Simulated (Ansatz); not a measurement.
A self-consistent single point of ZrSc (P3m1, 2 atoms in the cell) with Ansatz (an electronic-structure program).

Method: LDA (PW92), default PAW files made with PBE (plane waves; Ansatz).

```xyz
2
Lattice="3.2993 0.0000 0.0000 -1.6496 2.8572 0.0000 0.0000 0.0000 5.1808" Properties=species:S:1:pos:R:3 pbc="T T T"
Zr     1.6496     0.9524     0.0500
Sc     0.0000     0.0000     2.5904
```

Reference input (self-consistent single point, DFT, LDA (PW92), plane waves, default PAW files made with PBE): basis.ecutwfc = 420 eV; kpoints.mp_grid.grid = 11 11 7; hamiltonian.xc = lda; hamiltonian.pseudopotentials = {kind: paw} (the program's default PAW files); scf.occupations.method = fermi_dirac; scf.occupations.width = 0.1 eV. This run's input differs from it in these lines:

Ansatz 0.2 input:
```diff
@@ -11,3 +11,3 @@
 kpoints:
-  mp_grid: { grid: [11, 11, 7] }
+  mp_grid: { grid: [6, 6, 4] }
 hamiltonian:
@@ -16,3 +16,3 @@
 scf:
-  occupations: { method: fermi_dirac, width: 0.1 }
+  occupations: { method: fermi_dirac, width: 0.3 }
 output:
```

Log, with long lists cut:

```
SCF iter   1: F=—  HF=-6166.791787 eV  |F-HF|=—  |Δ(HF+E_count)|=         —  Δρ=4.90e-3  dr2=8.62e-3  ethr=1.77e-3  ⟨swp⟩=4.7  Hψ=1730  notcnv=0
all-band conjugate gradients solve this SCF's bands
preconditioner: auto → none
SCF iter   2: F=—  HF=-6166.790825 eV  |F-HF|=—  |Δ(HF+E_count)|=   9.62e-4  Δρ=3.08e-3  dr2=5.23e-3  ethr=3.75e-5  ⟨swp⟩=1.0  Hψ=648  notcnv=0
SCF iter   3: F=—  HF=-6166.790421 eV  |F-HF|=—  |Δ(HF+E_count)|=   4.04e-4  Δρ=5.04e-4  dr2=1.94e-4  ethr=2.27e-5  ⟨swp⟩=2.7  Hψ=718  notcnv=0
SCF iter   4: F=—  HF=-6166.790422 eV  |F-HF|=—  |Δ(HF+E_count)|=   1.48e-6  Δρ=3.92e-4  dr2=3.86e-4  ethr=8.45e-7  ⟨swp⟩=2.0  Hψ=645  notcnv=0
SCF iter   5: F=—  HF=-6166.790375 eV  |F-HF|=—  |Δ(HF+E_count)|=   4.77e-5  Δρ=1.57e-4  dr2=5.50e-5  ethr=8.45e-7  ⟨swp⟩=2.0  Hψ=571  notcnv=0
SCF iter   6: F=—  HF=-6166.790363 eV  |F-HF|=—  |Δ(HF+E_count)|=   1.20e-5  Δρ=4.28e-5  dr2=1.93e-6  ethr=2.39e-7  ⟨swp⟩=2.0  Hψ=545  notcnv=0
SCF iter   7: F=-6166.790362 eV  HF=-6166.790362 eV  |F-HF|=2.68e-8  |Δ(HF+E_count)|=   3.39e-7  Δρ=1.46e-5  dr2=8.25e-8  ethr=4.35e-10  ⟨swp⟩=3.0  Hψ=1546  notcnv=0
SCF 1 converged in 7 iterations: F = -6166.790362 eV  dr2 = 8.25e-8
Free energy (F): -6166.790362 eV
Internal energy: -6165.932953 eV  (E = F + TS)
E sigma→0 (E₀):  -6166.361658 eV
Entropy (-TS):   -0.857410 eV (-428.705 meV/atom)
Fermi energy:    10.973100 eV
--- Forces (eV/Å), atoms counted from 1 ---
  atom   1  Zr    -0.00000000    -0.00000000    -0.13662312
  atom   2  Sc     0.00000000     0.00000000     0.13663756
--- Stress (GPa, compression-positive) ---
       -6.790553       0.000000      -0.000000
       -0.000000      -6.790553       0.000000
       -0.000000       0.000000      -4.658495
  P = ⅓ Tr σ = -6.0799 GPa (-60.799 kbar)
  The stress holds the Pulay correction. Without it, at fixed plane waves, as pw.x and ABINIT print it: P = -6.0898 GPa
```

The run converged in 7 iterations. Against the reference run the free energy goes down by 192 meV/atom, the pressure goes from -7.15 to -6.08 GPa and the largest force goes from 0.101 to 0.137 eV/Å.

The starting cell comes from a database of computed structures (which also holds hypothetical and non-ambient phases and stackings), without a prior relaxation at this level. Its lattice was rescaled by up to half a per cent. One atom was moved a little off its site on purpose. With a pressure of about -6 GPa the cell is away from its equilibrium volume at this level. Ansatz's pressure includes its estimate of the finite-basis (Pulay) stress.
